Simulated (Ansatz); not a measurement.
Consider this model of amorphous Si30N36C3.

```xyz
69
Lattice="9.1317 0.0186 0.0302 0.0186 9.1028 0.1820 0.0302 0.1820 9.2738" Properties=species:S:1:pos:R:3 pbc="T T T"
Si     6.9734     6.2064     8.8317
Si     8.9009     4.7753     3.8247
Si     2.2225     5.0904     5.7720
Si     5.4736     4.6847     2.0851
Si     2.8047     2.1938     5.6657
Si     4.8103     4.3138     6.8890
Si     7.3237     8.9357     0.6633
Si     2.4651     7.5718     4.0419
Si     0.8694     8.8134     5.3371
Si     6.0912     1.3046     2.6292
Si     8.9593     6.2175     1.0981
Si     8.0776     6.6623     6.0195
Si     4.5323     5.6203     4.1941
Si     7.5155     1.5359     5.0345
Si     4.8510     9.1117     5.2496
Si     7.7019     3.5232     6.1232
Si     0.5426     4.2482     8.3609
Si     7.0520     7.2431     3.0889
Si     6.0333     1.5517     7.3652
Si     1.2850     7.0117     7.7633
Si     0.6639     1.8521     3.2511
Si     1.2730     0.1950     0.4927
Si     4.3686     0.4525     0.4007
Si     5.7868     7.1159     5.9657
Si     3.0752     1.0265     2.8868
Si     2.3859     4.8539     2.8574
Si     2.4052     6.2836     0.9177
Si     2.8915     0.3157     7.4122
Si     7.2874     3.1128     1.7807
Si     8.9430     1.4135     7.5222
N      4.1601     1.0683     6.4253
N      6.0972     3.1777     6.8951
N      1.5143     0.7418     2.1070
N      2.4740     6.6675     2.5865
N      1.3400     3.5224     0.4381
N      0.2898     7.6444     6.4935
N      7.1368     7.4839     4.8360
N      3.2802     3.7251     6.1822
N      4.6412     4.6305     8.5711
N      8.8799     0.7792     9.1193
N      8.5341     5.4597     8.9382
N      1.4676     5.3730     7.3030
N      4.4424     1.2874     1.8878
N      5.3249     5.4496     5.7037
N      6.9691     8.9314     2.3636
N      6.8610     6.8469     7.2665
N      1.0845     7.4041     0.2805
N      5.6338     6.2264     2.9909
N      4.0265     4.3320     3.1334
N      3.6709     8.8253     4.0558
N      3.1596     6.3959     5.0854
N      5.9670     0.9123     8.9265
N      8.1565     5.0147     5.4098
N      8.9273     0.8120     4.3491
N      2.9574     7.6988     7.7296
N      7.4518     7.2301     0.6616
N      2.2876     2.0771     4.0271
N      8.4619     6.1519     2.7936
N      8.6956     3.2140     3.0258
N      8.9400     3.1052     7.3319
N      2.7765     0.9750     8.9749
N      4.3380     7.8668     0.3729
N      1.4021     4.6888     4.3079
N      1.5035     0.9400     6.4960
N      5.9476     1.1453     4.3754
N      7.4881     0.8813     6.6904
C      3.5541     7.3267     8.9677
C      5.4216     4.9813     0.1543
C      1.5845     4.6464     1.2130
```

The numbers are results of PBE, scalar-relativistic without spin-orbit coupling (plane waves to 420 eV, PAW; Ansatz, a first-principles code), not measurements.

It comes from a melt-quench run on a machine-learned potential (CHGNet), relaxed afterwards by DFT. N atoms were pushed apart under 1.9 Å during the dynamics, to hinder bonds among them. The hot cell started wider than the set density and was brought back towards it in steps. It is the lowest in DFT energy of 2 quenches. It is a model cell: composition and starting density were chosen by hand, and all elements were melted together. No dispersion term was used. Its density started from a set value of 2.98 and ended at 2.98 g/cm³. The simulated quench (nominally 450 K/ps over its main leg) is rapid and tends to freeze in more defects than a deposited or slowly cooled glass has. One small periodic cell is one sample of the glass; other quenches scatter about these values. The volume was held where the preparation left it and the shape relaxed, at a PBE pressure of 3.6 GPa. Stress components on the final sampling reach 3.9 GPa. On a 2×2×2 Γ-centred mesh force components of up to 0.19 eV/Å stay, since the relaxation ran on the zone centre alone.

Neighbours within Si-Si 2.60 Å, Si-N 2.24 Å, Si-C 2.19 Å, N-N 1.70 Å, N-C 1.76 Å, C-C 1.78 Å count as bonded. Two cations that share two anions don't count as bonded, nor two that share one unless they lie closer than Si-Si 2.38 Å, Si-C 2.00 Å, C-C 1.63 Å.

Q: Give the coordination numbers, mean bond lengths and angles.

A: 
```json
{
  "Mean coordination of Si": "3.97 (1 with 3, 29 with 4)",
  "Mean coordination of N": "3.00 (3 with 2, 30 with 3, 3 with 4)",
  "Mean coordination of C": "3.00 (3 with 3)",
  "Mean Si-N bond": "1.771 Å (spread 0.074 Å, 104 counted)",
  "Mean Si-Si bond": "2.348 Å (spread 0.054 Å, 5 counted)",
  "Mean Si-C bond": "1.891 Å (spread 0.046 Å, 5 counted)",
  "Mean N-C bond": "1.347 Å (spread 0.060 Å, 4 counted)",
  "Bond angle at Si": "mean 108.9°, spread 12.1°",
  "Bond angle at N": "mean 115.5°, spread 14.1°",
  "Bond angle at C": "mean 117.3°, spread 15.4°"
}
```

Q: Which atoms depart from the most common coordination of their element?

A: Si29 has 3 (N59 1.88 Å, Si10 2.33 Å, Si4 2.42 Å); N31 has 4 (Si28 1.77 Å, Si15 1.85 Å, Si5 1.92 Å, Si19 2.15 Å); N35 has 2 (C69 1.39 Å, Si17 1.68 Å); N39 has 2 (C68 1.29 Å, Si6 1.72 Å); N47 has 4 (Si27 1.85 Å, Si20 1.89 Å, Si11 1.91 Å, Si22 1.95 Å); N62 has 2 (C67 1.28 Å, Si23 1.70 Å); N64 has 4 (Si28 1.78 Å, Si9 1.93 Å, Si5 1.99 Å, Si30 2.02 Å).
